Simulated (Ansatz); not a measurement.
System: ScGe₂ (model structure, started from the AlB2 type, P6/mmm, No. 191, 3 atoms in the cell). Method: PBEsol (plane waves, PAW; Ansatz, a first-principles code).

The input as run:

Ansatz 0.2 input:
```yaml
crystal:
  lattice:
    - [4.316232629, 0.0, 0.0]
    - [-2.1581163145, 3.7379671054, 0.0]
    - [0.0, 0.0, 3.5807381168]
  atoms:
    - { symbol: Sc, position: [0.0, 0.0, 0.0] }
    - { symbol: Ge, position: [0.3333333333, 0.6666666667, 0.5] }
    - { symbol: Ge, position: [0.6666666667, 0.3333333333, 0.5] }
basis:
  ecutwfc: 520
  ecutrho_ratio: 4
  xc_grid: 2
kpoints:
  mp_grid: { grid: [18, 18, 12] }
hamiltonian:
  xc: pbesol
  dispersion: none
  pseudopotentials: { kind: paw }
scf:
  occupations: { method: fermi_dirac, width: 0.05 }
output:
  forces: true
  stress: true
  eigenvalues: true
relax:
  f_tol: 0.004
  escape_saddle: false
  max_steps: 80
  cell: { stress_tol: 0.02, fix: [volume] }
```

Output (set-up and result lines):

```
Relaxation: its limit of steps is 80 (relax.max_steps)
Crystal: 3 atoms, lattice volume = 57.771 Å³
Basis set: ecut = 520 eV, 1561 PW (Γ), exchange–correlation on 72×72×54 points (8 copies of the dense FFT grid, shifted against one another)
Bands: 24, of which v1, the nominal top of the filled ones, is band 20 counted from 1 (19 counted from 0)
Symmetry: 24 space group operations
Space group: P6/mmm (ITA 191), of the structure as read, at distance tolerance 3.9e-5 Å
k-points: 259 of 3888
Functional: x = pbesol(κ = 0.804, μ = 0.12345679012345678), c = pbesol(β = 0.046)
SCF iter   1: F=—  HF=-10619.403818 eV  |F-HF|=—  |Δ(HF+E_count)|=         —  Δρ=3.58e-3  dr2=7.16e-3
SCF iter   2: F=—  HF=-10619.401824 eV  |F-HF|=—  |Δ(HF+E_count)|=   1.99e-3  Δρ=1.60e-3  dr2=1.18e-3
  ...
SCF 1 converged in 6 iterations: F = -10619.401814 eV  dr2 = 7.55e-8
Crystal: 3 atoms, lattice volume = 57.771 Å³
Initial density: handed on by an earlier stage of this run
SCF 2 converged in 4 iterations: F = -10619.402030 eV  dr2 = 6.19e-8
Crystal: 3 atoms, lattice volume = 57.771 Å³
SCF 3 converged in 4 iterations: F = -10619.402033 eV  dr2 = 4.54e-10
Crystal: 3 atoms, lattice volume = 57.771 Å³
SCF iter   4: F=—  HF=-10619.402032 eV  |F-HF|=—  |Δ(HF+E_count)|=  5.46e-12  Δρ=1.47e-7  dr2=8.35e-12
SCF iter   5: F=-10619.402032 eV  HF=-10619.402032 eV  |F-HF|=1.82e-12  |Δ(HF+E_count)|=    0.00e0  Δρ=6.90e-8  dr2=1.85e-12
SCF 4 converged in 5 iterations: F = -10619.402032 eV  dr2 = 1.85e-12
SCF converged after 5 iterations
Free energy (F): -10619.402032 eV
Internal energy: -10619.389973 eV  (E = F + TS)
E sigma→0 (E₀):  -10619.396002 eV
Fermi energy:    11.503630 eV
--- Forces (eV/Å), atoms counted from 1 ---
  atom   1  Sc    -0.00000000    -0.00000000     0.00000000
  atom   2  Ge     0.00000000     0.00000000     0.00000000
  atom   3  Ge     0.00000000    -0.00000000    -0.00000000
--- Stress (GPa, compression-positive) ---
       -1.420131       0.000000      -0.000000
       -0.000000      -1.420131      -0.000000
       -0.000000      -0.000000      -1.420201
  P = ⅓ Tr σ = -1.4202 GPa (-14.202 kbar)
```

The cell is one volume of an energy–volume scan, off the minimum.

The PAW data were made under PBE.

Note: the relaxation could raise the start's symmetry but not lower it, so the cell can be a saddle point.

A model structure was made by putting elements into a prototype or built by hand; it is no filed structure, need not be a known phase, and can be a saddle point held by its symmetry.
